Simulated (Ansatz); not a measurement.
Start from CaF$_{2}$ in the fluorite structure (space group Fm-3m, No. 225; a = 5.421 Å).

Level of theory: PBEsol/PAW in Ansatz (a quantum-chemistry and plane-wave program), scalar-relativistic without spin-orbit coupling.

For the base:

The volume per atom is 13.27 Å³.

It is then changed as follows: a hydrostatic pressure of 3 GPa.

Question: Estimate the effect on the volume per atom.

Answer: The volume per atom drops by 0.42 Å³, from 13.27 Å³ to 12.85 Å³.

Load acts through the strain it causes; cell and atoms are relaxed under it. Stability against distortions was not tested.
